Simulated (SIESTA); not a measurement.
A relaxation of cell and atoms of FeAs₂ (P1, 6 atoms in the cell) with SIESTA.

Computed with SIESTA with LDA PW92, numerical atomic orbitals DZP, PseudoDojo LDA standard norm-conserving potentials (rewritten from UPF to PSML).

```
CELL_PARAMETERS angstrom
      5.24610     0.00000     0.00000
      0.00000     5.96022     0.00000
      0.00000     0.00000     2.87388
ATOMIC_POSITIONS crystal
  Fe 0.00479 0.99521 0.00285
  Fe 0.48401 0.49974 0.49724
  As 0.18626 0.36282 0.98356
  As 0.82684 0.63988 0.00411
  As 0.67441 0.14630 0.49333
  As 0.32370 0.85606 0.51892
```

Reference input (self-consistent single point, DFT, LDA PW92, numerical atomic orbitals DZP, PseudoDojo LDA standard norm-conserving potentials (rewritten from UPF to PSML)): XC.functional = LDA; XC.authors = PW92; potentials = PseudoDojo LDA standard; PAO.BasisSize = DZP; PAO.EnergyShift = 0.005 Ry; MeshCutoff = 350 Ry; kgrid.MonkhorstPack = 3 3 5; OccupationFunction = FD; ElectronicTemperature = 0.01 eV; MaxSCFIterations = 150; SCF.Mixer.Method = Broyden; SCF.Mixer.Weight = 0.2. This run's input differs from it in these lines:

```diff
@@ -45,2 +45,7 @@
 Diag.ParallelOverK           true
+MD.TypeOfRun                 FIRE
+MD.Steps                     40
+MD.MaxForceTol               0.02 eV/Ang
+MD.VariableCell              true
+MD.MaxStressTol              0.05 GPa
 WriteForces                  true
```

Log, with long lists cut:

```
        iscf     Eharris(eV)        E_KS(eV)     FreeEng(eV)     dDmax    Ef(eV) dHmax(eV)
   scf:    1   -18313.358551   -18343.825526   -18343.825526  1.411775 -4.329897 10.574264
   scf:    2   -18334.795750   -18345.365758   -18345.365758  0.281652 -5.361734  7.840723
   scf:    3   -18348.247389   -18348.206597   -18348.206597  0.125623 -4.980070  2.181929
   scf:    4   -18348.059854   -18348.265898   -18348.265898  0.048992 -5.005912  2.085656
   scf:    5   -18348.554220   -18348.479188   -18348.479188  0.125148 -5.082522  0.338954
   [... 4 lines left out ...]
   scf:   10   -18348.486475   -18348.486471   -18348.486471  0.000203 -5.077497  0.006190
   scf:   11   -18348.486477   -18348.486474   -18348.486474  0.000205 -5.077068  0.002188
   scf:   12   -18348.486476   -18348.486475   -18348.486475  0.000121 -5.076847  0.001361
   scf:   13   -18348.486475   -18348.486475   -18348.486475  0.000060 -5.076751  0.000866
SCF Convergence by DM+H criterion
max |DM_out - DM_in|         :     0.0000596839
max |H_out - H_in|      (eV) :     0.0008659426
SCF cycle converged after 13 iterations

Using DM_out to compute the final energy and forces

siesta: E_KS(eV) =           -18348.4865

siesta: E_KS - E_eggbox =    -18348.4865

siesta: Atomic forces (eV/Ang):
     1   -0.542999    0.735844    0.000745
   [... lines left out ...]
siesta: Pressure (static):         -1.52954151  kBar
siesta: Pressure (total):         -1.52954151  kBar
No target stress found, assuming hydrostatic MD.TargetPressure.
Target stress (kBar)
outcell: Cell volume (Ang**3)        :     89.5569
        iscf     Eharris(eV)        E_KS(eV)     FreeEng(eV)     dDmax    Ef(eV) dHmax(eV)
siesta: Pressure (static):          0.40745680  kBar
siesta: Pressure (total):          0.40745680  kBar
outcell: Cell volume (Ang**3)        :     89.5569
siesta: FreeEng =    -18348.685309
   [... lines left out ...]
   4 15.207   1.462   0.161   1.116   1.036   1.062  -0.028  -0.088  -0.003
              2.004   2.007   2.005   2.005   2.005   0.129   0.076   0.120

              0.070   0.067
   5 15.207   1.462   0.161   1.116   1.036   1.062  -0.028  -0.088  -0.003
              2.004   2.007   2.005   2.005   2.005   0.129   0.076   0.120

              0.070   0.067
   6 15.207   1.462   0.161   1.116   1.036   1.062  -0.028  -0.088  -0.003
              2.004   2.007   2.005   2.005   2.005   0.129   0.076   0.120

              0.070   0.067

mulliken: Qtot =       92.000

Mulliken Atomic Populations:
Atom #   charge [q] valence [e]  Species
     1     0.414291   15.585709  Fe
     2     0.414310   15.585690  Fe
     3    -0.207147   15.207147  As
     4    -0.207182   15.207182  As
     5    -0.207046   15.207046  As
     6    -0.207226   15.207226  As
 Total     0.000000
```

The relaxation ended unconverged. 

The starting cell comes from a database of computed structures (which also holds hypothetical and non-ambient phases and stackings), without a prior relaxation at this level. Its atoms were displaced at random from the sites of space group no. 58. Values carry the incompleteness of an atom-centred basis.

Cost on one core of a shared machine: roughly 10 min.
